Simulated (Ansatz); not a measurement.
For TaN (P-62m), PBEsol, DFPT electron-phonon coupling, linearised Boltzmann equation (Ansatz, a first-principles code) gives a transport coupling λ_tr = 0.120 and a Drude plasma energy ħω_p = 3.28 eV along y (a = (5.18, 0.00, 0.00) Å; b = (-2.59, 4.49, 0.00) Å; c = (0.00, 0.00, 2.89) Å).

### Question
Estimate the resistivity at 300 K from the high-temperature formula ρ = 2π λ_tr k_B T / (ħ ε₀ ω_p²), and say how the full Boltzmann solution compares.

### Answer
The scattering rate is 1/τ = 2π λ_tr k_B T/ħ = 2.96e13 s⁻¹ and ω_p = 4.98e15 s⁻¹, so ρ ≈ 13.5 μΩ·cm. The Boltzmann solution gives 10.9 μΩ·cm, 0.81 times the estimate; it lies lower because k_BT is not large against the phonon energies and the solution lets the distribution adjust.

A metal at this level (no band gap). Only scattering by harmonic phonons is included (no impurities, grain boundaries, electron-electron scattering or thermal expansion). Spin-orbit coupling is left out, which matters with elements this heavy. Halving the electron mesh (20x20x28) moves the resistivity by up to 11 % at 300 K, the coupling by up to 3 %. Smearing 0.20 eV; phonons on a 3x3x5 q mesh, which this run doesn't test.
